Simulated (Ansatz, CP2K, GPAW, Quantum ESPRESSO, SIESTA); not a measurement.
## One structure in several programs: BaIn4 (I4/mmm, 5 atoms in the cell)

Self-consistent single point, at a second geometry (lattice scaled by 0.98). First geometry:

```xyz
5
Lattice="-2.5732 2.5732 6.1738 2.5732 -2.5732 6.1738 2.5732 2.5732 -6.1738" Properties=species:S:1:pos:R:3 pbc="T T T"
Ba     0.0000     0.0000     0.0000
In     0.0000     2.5732     3.0869
In     2.5732     0.0000     3.0869
In     0.0000     0.0000     7.6283
In     0.0000     0.0000     4.7194
```

Shared settings, as Ansatz (an electronic-structure program) writes them: kpoints.mp_grid.grid = 5 5 5; scf.occupations.method = gaussian; scf.occupations.width = 0.02 Ry. Potentials and cutoffs stand in the table.

```json
[
 {"code": "Quantum ESPRESSO", "model": "PBEsol, PseudoDojo standard norm-conserving (PBESOL) pseudopotentials", "ΔF from the first geometry (meV/atom)": "-30.9", "pressure (GPa)": "-1.69", "largest force (eV/Å)": "0.003", "cutoff": "70 Ry"},
 {"code": "Ansatz", "model": "PBEsol, PAW files made with PBE", "ΔF from the first geometry (meV/atom)": "-31.5", "pressure (GPa)": "-1.75", "largest force (eV/Å)": "0.004", "cutoff": "default"},
 {"code": "GPAW", "model": "PBEsol, GPAW PAW datasets PBEsol (made by gpaw-setup)", "ΔF from the first geometry (meV/atom)": "-33.4", "pressure (GPa)": "-1.94", "largest force (eV/Å)": "0.017", "cutoff": "600 eV"},
 {"code": "SIESTA", "model": "GGA PBEsol, numerical atomic orbitals DZP, PseudoDojo PBEsol standard norm-conserving potentials (rewritten from UPF to PSML)", "ΔF from the first geometry (meV/atom)": "-9.5", "pressure (GPa)": "0.17", "largest force (eV/Å)": "0.014", "cutoff": "grid 300 Ry"},
 {"code": "CP2K", "model": "PBEsol, GPW, DZVP-MOLOPT-SR-GTH basis, GTH-PBE potentials (GTH_POTENTIALS)", "ΔF from the first geometry (meV/atom)": "-24.9", "pressure (GPa)": "-1.13", "largest force (eV/Å)": "0.016", "cutoff": "grid 500 Ry"}
]
```

The spread over the programs that give each value: ΔF from the first geometry within 23.9 meV/atom; pressure within 2.11 GPa; largest force within 0.014 eV/Å.

SIESTA and CP2K use small atom-centred bases, whose incompleteness enters pressures, forces and empty levels differently from a plane-wave cutoff. Ansatz's pressure is given at a fixed set of plane waves, as the other plane-wave codes print theirs. In the pressure, SIESTA (by 1.92) lies more than 1 GPa from the median of the plane-wave programs.

The starting cell comes from a database of computed structures (which also holds hypothetical and non-ambient phases and stackings), without a prior relaxation at this level. Its lattice was rescaled by a random factor within 2.5 % of one. For this run, on top of that: lattice scaled by 0.98.

Left out of this page: Elk and FLEUR (not drawn, or without a comparable value).

Keys are those of Ansatz 0.2.
